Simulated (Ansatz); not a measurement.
SiC (model structure, started from the CsCl type, Pm-3m, No. 221, 2 atoms in the cell) was calculated with PBEsol (PAW; Ansatz, a quantum-chemistry and plane-wave program).

Numerical settings: plane-wave cutoff 520 eV, 22×22×22 k mesh, Fermi–Dirac smearing 0.05 eV, scalar-relativistic PAW data made under PBE.

Cell (relaxed at this level):

```
CELL_PARAMETERS angstrom
      2.61979     0.00000     0.00000
      0.00000     2.61979     0.00000
      0.00000     0.00000     2.61979
ATOMIC_POSITIONS crystal
  Si 0.00000 0.00000 0.00000
  C  0.50000 0.50000 0.50000
```

Q: Give the computed bulk modulus.

A: 
* **bulk modulus**: 186 GPa

The run finds no gap.

Note: the bulk modulus is −V dP/dV from two relaxed cells at ±2 % in volume; the relaxation could raise the start's symmetry but not lower it, so the cell can be a saddle point.

A model structure was made by putting elements into a prototype or built by hand; it is no filed structure, need not be a known phase, and can be a saddle point held by its symmetry.
